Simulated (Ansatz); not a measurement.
Data:

```yaml
crystal:
  lattice:
    - [0.04264, 2.38579, 2.38579]
    - [2.38579, 0.04264, 2.38579]
    - [2.38579, 2.38579, 0.04264]
  atoms:
    - { symbol: Ca, position: [0.00000, 0.00000, 0.00000] }
    - { symbol: O, position: [0.50000, 0.50000, 0.50000] }
```

Level of theory: r2SCAN, rigid bands (plane waves, PAW, scalar-relativistic; Ansatz, a first-principles code). Condition of this run: biaxial stress in (111) of 4.4 GPa (compression positive) (the target of the relaxation). Cell: cell and atoms relaxed with PBEsol, then loaded as said.

**Question.** What conductivity effective mass do dilute electrons have at 300 K?

**Answer.** 0.56 mₑ.

**Question.** What conductivity effective mass do dilute holes have at 300 K?

**Answer.** 1.40 mₑ.

**Question.** And the band gap?

**Answer.** 4.15 eV at this level; semilocal functionals usually fall short of the measured gap.

Rigid bands, one relaxation time for all states, no polarons. Spin-orbit coupling is left out; where it splits the top of the valence band it changes the hole mass and lowers the gap by about a third of the splitting. Geometry: cell and atoms relaxed with PBEsol.
